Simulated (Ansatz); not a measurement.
# A computed series for SiC: pressure series

The parent structure is SiC in the zinc blende structure (space group F-43m, No. 216; a = 4.380 Å).

Cell and atoms are relaxed at each pressure.

Levels (all Ansatz, a quantum-chemistry and plane-wave program, PAW): PBE (420 eV, spin-orbit coupling left out); r2SCAN (500 eV, no SOC).

The base cell above is that of PBE; each level relaxes its own structures.

```csv
case,"band gap, PBE","band gap, r2SCAN"
pressure −2 GPa,1.38 eV,1.72 eV
pressure −1 GPa,1.38 eV,1.72 eV
pressure 0.9 GPa,1.37 eV,1.71 eV
pressure 2.1 GPa,1.36 eV,1.71 eV
pressure 4.5 GPa,1.35 eV,1.70 eV
pressure 9 GPa,1.34 eV,1.69 eV
pressure 15 GPa,1.31 eV,1.67 eV
pressure 22.5 GPa,1.29 eV,1.65 eV
pressure 30 GPa,1.26 eV,1.63 eV
```

PBE lies below r2SCAN in every row, by 0.34 eV to 0.37 eV. Near ties aside, they put the cases in the same order.

Load acts through the strain it causes; cell and atoms are relaxed under it. No phonon test of stability was made. No other phases were tried under pressure.
